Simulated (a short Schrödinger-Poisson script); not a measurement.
Structure: gated Al0.33Ga0.67As/GaAs δ-doped gas, at 20 K.

```
layer        material  thickness (nm)  Na (cm⁻³)
-----  --------------  --------------  ---------
1      Al0.33Ga0.67As               8          -
2      Al0.33Ga0.67As               5          -
3                GaAs            6000       6e14
```

Constants are typed, rounded textbook-type inputs, not results; the design itself was drawn at random and stands for no fabricated device. Al0.33Ga0.67As: permittivity 11.96, conduction-band edge (eV) 0.261, gap (eV) 1.836, electron mass (mₑ) 0.0944, Nv at 300 K (cm⁻³) 9e18. GaAs: permittivity 12.9, conduction-band edge (eV) 0, gap (eV) 1.424, Nv at 300 K (cm⁻³) 9e18.

Channel valleys (confinement mass, in-plane density-of-states mass, number): Γ 0.067, 0.067, 1. At the gate the conduction-band edge of layer 1 lies 1.01 eV − eVg above the Fermi level of the channel; the field vanishes at the back. Sheet of ionised δ-doping: +2.8e12 e/cm² at 8 nm from the gate. The barrier under the gate holds no holes. Gaps are held at their typed values at every temperature. Mesh 0.08 nm at interfaces.

Solved with a short Schrödinger-Poisson script written for these runs: 1D Poisson equation in equilibrium, electrons quantum, Hartree (BenDaniel-Duke, 40 states a valley, the channel's in-plane mass for all, wave functions free to enter the barrier), parabolic valleys, classical holes, full ionisation, no traps, pinning or gate leakage.

The same stack at other levels of the model or other numerical settings:

```
run                                                                  sheet density of all electrons at Vg = 0.5 V (cm⁻²)  capacitance at Vg = 0.5 V (μF/cm²)  centroid of the channel electrons at Vg = 0.5 V (nm)  rough cost against the base
-------------------------------------------------------------------  ---------------------------------------------------  ----------------------------------  ----------------------------------------------------  ---------------------------
base                                                                                                             1.44e11                               0.525                                                  8.11                      about 1
electrons treated as classical, Boltzmann                                                                              ?                               0.775                                                     ?                         0.06
electrons treated as classical, Fermi-Dirac                                                                      1.88e11                               0.544                                                     ?                          0.2
electrons treated as quantum, Hartree plus LDA exchange-correlation                                              1.63e11                               0.553                                                  7.77                      about 1
mesh six times as coarse                                                                                         1.44e11                               0.525                                                  8.10                          0.3
one subband a valley                                                                                             1.44e11                               0.525                                                  8.11                          0.3
```

Problem. Some entries are withheld; supply them.

Solution. 
- electrons treated as classical, Boltzmann, sheet density of all electrons at Vg = 0.5 V (cm⁻²): 2.87e11
- electrons treated as classical, Boltzmann, centroid of the channel electrons at Vg = 0.5 V (nm): 0.76
- electrons treated as classical, Fermi-Dirac, centroid of the channel electrons at Vg = 0.5 V (nm): 3.70

The classical rows ignore confinement, and Boltzmann statistics overrate the density once the band edge passes the Fermi level.
